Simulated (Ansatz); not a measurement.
Ansatz (a program for electronic structure) run on Li₄H₄Rh (I4/m, 9 atoms in the cell): self-consistent single point.

Level of theory: LDA (PW92), default PAW files made with PBE (plane waves; Ansatz).

```xyz
9
Lattice="-3.1098 3.1098 2.0444 3.1098 -3.1098 2.0444 3.1098 3.1098 -2.0444" Properties=species:S:1:pos:R:3 pbc="T T T"
Li    -0.7106     1.7386     2.0444
Li     3.8204     1.3712     0.0000
Li     1.3712     2.3992     0.0000
Li     1.7386     0.7106     2.0444
H      0.4123     4.5706     0.0000
H      2.6975    -1.4609     2.0444
H      1.6489     0.4123     0.0000
H      1.4609     2.6975     2.0444
Rh     0.0000     0.0000     0.0000
```

Reference input (self-consistent single point, DFT, LDA (PW92), plane waves, default PAW files made with PBE): kpoints.mp_grid.grid = 8 8 8; hamiltonian.xc = lda; hamiltonian.pseudopotentials = {kind: paw} (the program's default PAW files); scf.occupations.method = gaussian; scf.occupations.width = 0.05 eV. This run's input differs from it in these lines:

Ansatz 0.2 input:
```diff
@@ -17,3 +17,3 @@
 kpoints:
-  mp_grid: { grid: [8, 8, 8] }
+  mp_grid: { grid: [7, 7, 7] }
 hamiltonian:
```

Output, abridged:

```
SCF iter   1: F=—  HF=-7151.981364 eV  |F-HF|=—  |Δ(HF+E_count)|=         —  Δρ=1.15e-2  dr2=7.13e-2  ethr=1.77e-3  ⟨swp⟩=5.8  Hψ=6175  notcnv=0  defer=42
all-band conjugate gradients solve this SCF's bands
preconditioner: auto → Kerker (q_TF=auto, 2.358 Å⁻¹)
SCF iter   2: F=—  HF=-7151.951240 eV  |F-HF|=—  |Δ(HF+E_count)|=   3.01e-2  Δρ=6.43e-3  dr2=2.80e-2  ethr=2.16e-4  ⟨swp⟩=2.0  Hψ=2021  notcnv=0  defer=135
   [... lines left out ...]
SCF iter   4: F=—  HF=-7151.938199 eV  |F-HF|=—  |Δ(HF+E_count)|=   5.94e-4  Δρ=2.41e-4  dr2=6.08e-5  ethr=5.11e-6  ⟨swp⟩=2.0  Hψ=1562  notcnv=0  defer=135
SCF iter   5: F=—  HF=-7151.938182 eV  |F-HF|=—  |Δ(HF+E_count)|=   1.67e-5  Δρ=6.32e-5  dr2=4.42e-6  ethr=1.84e-7  ⟨swp⟩=2.0  Hψ=1286  notcnv=0  defer=135
SCF iter   6: F=—  HF=-7151.938181 eV  |F-HF|=—  |Δ(HF+E_count)|=   8.91e-7  Δρ=1.69e-5  dr2=2.44e-7  ethr=1.34e-8  ⟨swp⟩=2.4  Hψ=1783  notcnv=0  defer=135
SCF iter   7: F=-7151.938181 eV  HF=-7151.938181 eV  |F-HF|=3.33e-8  |Δ(HF+E_count)|=   2.33e-8  Δρ=6.06e-6  dr2=4.98e-8  ethr=3.03e-10  ⟨swp⟩=8.5  Hψ=5665  notcnv=0
SCF 1 converged in 7 iterations: F = -7151.938181 eV  dr2 = 4.98e-8
Free energy (F): -7151.938181 eV
Internal energy: -7151.936921 eV  (E = F + TS)
E sigma→0 (E₀):  -7151.937551 eV
Entropy (-TS):   -0.001261 eV (-0.140 meV/atom)
Fermi energy:    6.063628 eV
--- Forces (eV/Å), atoms counted from 1 ---
  atom   1  Li    -0.00719572     0.00011590    -0.00000000
  atom   2  Li     0.00719572    -0.00011590     0.00000000
  atom   3  Li    -0.00011590    -0.00719572     0.00000000
  atom   4  Li     0.00011590     0.00719572     0.00000000
  atom   5  H     -0.02313379     0.06400862    -0.00000000
  atom   6  H      0.02313379    -0.06400862    -0.00000000
  atom   7  H     -0.06400862    -0.02313379    -0.00000000
  atom   8  H      0.06400862     0.02313379    -0.00000000
  atom   9  Rh     0.00000000    -0.00000000     0.00000000
--- Stress (GPa, compression-positive) ---
       -2.515672       0.000000       0.000000
       -0.000000      -2.515672       0.000000
        0.000000      -0.000000      -3.122483
  P = ⅓ Tr σ = -2.7179 GPa (-27.179 kbar)
  The stress holds the Pulay correction. Without it, at fixed plane waves, as pw.x and ABINIT print it: P = -2.8252 GPa
```

The run converged in 7 iterations. Against the reference run the free energy goes up by 1.1 meV/atom, the pressure hardly changes (-2.74 to -2.72 GPa) and the largest force goes from 0.060 to 0.068 eV/Å.

The starting cell comes from a database of computed structures (which also holds hypothetical and non-ambient phases and stackings), without a prior relaxation at this level. Spin polarisation is off. Ansatz's pressure includes its estimate of the finite-basis (Pulay) stress.
